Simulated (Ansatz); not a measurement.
For SrO (P6₃/mmc, No. 194, 4 atoms in the cell; start mp-754824; a measured phase of this formula has another space group), LDA (plane waves, PAW; Ansatz, a program for electronic structure) gives:

- lattice constant a = 4.189 Å
- lattice parameter c = 5.050 Å
- bulk modulus = 83.4 GPa
- cohesive energy = 5.84 eV/atom
- band gap = 2.64 eV

Question: What does r²SCAN in Ansatz (PAW) give for the same quantities?

Answer: 
- lattice constant a: 4.270 Å (increases by 1.9 %)
- lattice parameter c: 5.144 Å (grows by 1.9 %)
- bulk modulus: 75.2 GPa (shrinks by 9.8 %)
- cohesive energy: 5.21 eV/atom (shrinks by 0.63 eV/atom)
- band gap: 3.03 eV (rises by 0.39 eV)

Changes are worked out from the printed values.

Unless a cell is named, each level is at its own relaxed cell (LDA 19.19, r²SCAN 20.31 Å³/atom).

Spin–orbit coupling is included only where a level's name says +SOC; with heavier elements it mostly lowers gaps and can invert bands. Density-functional gaps are differences of (generalised) Kohn–Sham levels.

Caveats: the bulk modulus is −V dP/dV from two relaxed cells at ±2 % in volume (LDA, r²SCAN); the relaxation could not lower the start's symmetry, so the cell can be a saddle point above a distorted one (LDA, r²SCAN). Ansatz's density-functional and Hartree–Fock values are scalar-relativistic unless marked +SOC, with PAW data made under PBE.

A start named mp-… is a Materials Project structure, which need not be a measured phase.
